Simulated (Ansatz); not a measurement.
# TlBr: response to strain

Start from TlBr in the CsCl type structure (space group Pm-3m, No. 221; a = 3.840 Å). Axes: x, y, z lie along the cube axes.

Strains are applied to the cell and any free atomic positions relax; under biaxial strain the out-of-plane vector relaxes too.

The values are results of LDA in Ansatz (plane waves to 420 eV, PAW, no spin-orbit coupling), not measurements.

Candidates:
(a) biaxial strain +1.50 %, plane normal [001], relaxed out of plane
(b) biaxial strain −1.50 %, plane normal [001], relaxed out of plane
(c) biaxial strain +2.50 %, plane normal [001], relaxed out of plane
(d) biaxial strain +1.00 %, plane normal [001], relaxed out of plane
(e) biaxial strain −0.50 %, plane normal [001], relaxed out of plane

### Question
Order them by out-of-plane strain, lowest first.

### Answer
(c) biaxial strain +2.50 %, plane normal [001], relaxed out of plane (-2.32 %), (a) biaxial strain +1.50 %, plane normal [001], relaxed out of plane (-1.45 %), (d) biaxial strain +1.00 %, plane normal [001], relaxed out of plane (-0.99 %), (e) biaxial strain −0.50 %, plane normal [001], relaxed out of plane (+0.49 %), (b) biaxial strain −1.50 %, plane normal [001], relaxed out of plane (+1.55 %)

Whether these cells are dynamically stable was not tested.

Ansatz is an electronic-structure program.
